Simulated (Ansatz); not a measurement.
Reference: Be$_{5}$Au (F-43m), PBEsol, DFPT electron-phonon coupling, linearised Boltzmann equation (plane waves, PAW, scalar-relativistic; Ansatz, an electronic-structure program); geometry: relaxed with this functional, without spin-orbit coupling.

```cif
data_Au4Be20
_chemical_formula_sum 'Be20 Au4'
_space_group_name_H-M_alt 'F-43m'
_space_group_IT_number 216
_space_group_name_Hall 'F -4 2 3'
_cell_length_a 6.07346
_cell_length_b 6.07346
_cell_length_c 6.07346
_cell_angle_alpha 90.000
_cell_angle_beta 90.000
_cell_angle_gamma 90.000
loop_
_atom_site_label
_atom_site_type_symbol
_atom_site_symmetry_multiplicity
_atom_site_Wyckoff_symbol
_atom_site_fract_x
_atom_site_fract_y
_atom_site_fract_z
_atom_site_occupancy
Be1 Be 16 e 0.37528 0.37528 0.37528 1
Be2 Be 4 d 0.75000 0.75000 0.75000 1
Au1 Au 4 a 0.00000 0.00000 0.00000 1
```
(The calculation used a cell of 6 atoms; values per cell refer to that cell.)

- resistivity at 300 K: 15.2 μΩ·cm
- mean free path at 300 K: 9.3 nm
- electron-phonon coupling λ: 0.49
- logarithmic mean phonon energy: 35 meV

### Question
Replace Au by Co on the same sites and relax. What happens?

### Answer
Be$_{5}$Co (F-43m): volume per atom 9.3 to 7.9 Å³; resistivity at 300 K stays about the same (15.2 μΩ·cm to 15.9 μΩ·cm); mean free path at 300 K falls (9.3 nm to 6.0 nm); electron-phonon coupling λ falls (0.49 to 0.41); logarithmic mean phonon energy rises (35 meV to 44 meV).

Moves up to 8 % count as about the same. Metals; harmonic phonons alone scatter; means over directions. The mean free path is weighted by the current that each state carries. Halving the electron mesh moves these values by up to 5 %; q meshes are mostly untested. Spin-orbit coupling is left out.

Formula and space group known from diffraction (Crystallography Open Database), not checked to be the room-temperature form: Be5Au (F-43m). Computed structure with no diffraction record at hand here (it may be known, metastable or hypothetical): Be5Co (F-43m). Treated as nonmagnetic (a ferromagnetic start lost its moment, other orders weren't tried): Be5Co (F-43m). The missing spin-orbit coupling matters most for Be5Au (F-43m).
